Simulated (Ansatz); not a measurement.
Hypothetical zinc blende PbTe, alloy series

The parent structure is PbTe in the zinc blende structure (space group F-43m, No. 216; a = 7.335 Å; a hypothetical phase, not in the database extracts checked).

The other end (x = 1) is PbSe in the zinc blende structure (space group F-43m, No. 216; a hypothetical phase, not in the database extracts checked): 41.06 Å³/atom, gap 0.67 eV; this end may not be an ambient phase.

Se replaces a fraction x of Te; each row is one arrangement (x, atoms in the cell, starting space group or random), fully relaxed.

Calculations: Ansatz (a program for electronic structure) PBE, no spin-orbit coupling.

Notes on the quantities. mixing energy: against an end that may be hypothetical; gap character: in this cell's own zone, which can be folded; bowing parameter b of this ordering: Eg = [1−x] Eg[0] + x Eg[1] − b x [1−x].

```tsv
change	mixing energy	gap character	volume per atom	bowing parameter b of this ordering
base	–	–	49.34 Å³	–
x(Se) = 0.25, 8 atoms, I-42m	+1 meV/atom	indirect, Γ → M	47.11 Å³	0.5 eV
x(Se) = 0.25, 8 atoms, P-43m	+2 meV/atom	indirect, X → Γ	47.05 Å³	0.5 eV
x(Se) = 0.25, 8 atoms, P-4m2	+2 meV/atom	direct at M	47.06 Å³	0.6 eV
x(Se) = 0.333, 6 atoms, Imm2	-169 meV/atom	direct at T	34.06 Å³	-0.4 eV
x(Se) = 0.5, 8 atoms, P-4m2	+3 meV/atom	indirect, M → Γ	44.94 Å³	0.2 eV
x(Se) = 0.667, 6 atoms, I-4m2	+2 meV/atom	indirect, P → X	43.59 Å³	0.2 eV
```

These are small ordered cells, not random alloys; other orderings at the same x differ. Spin-orbit coupling, missing from the scalar runs, can matter with Pb and Te. Whether these cells are dynamically stable was not tested. Under x(Se) = 0.333, 6 atoms, Imm2 the cell changed shape so far that it is another structure. k-point labels follow each cell's own Brillouin zone.
